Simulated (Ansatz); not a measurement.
1T (CdI2-type) CaI2, treated with r²SCAN+rVV10 (Ansatz, a first-principles code, PAW).

Q: Give the computed interlayer binding energy, layer repeat distance and gap between the layers.

A: 
* **interlayer binding energy**: 10.3 meV/Å²
* **layer repeat distance**: 6.974 Å
* **gap between the layers**: 3.430 Å

Spin–orbit coupling is not included.

Computed values are for the static lattice.
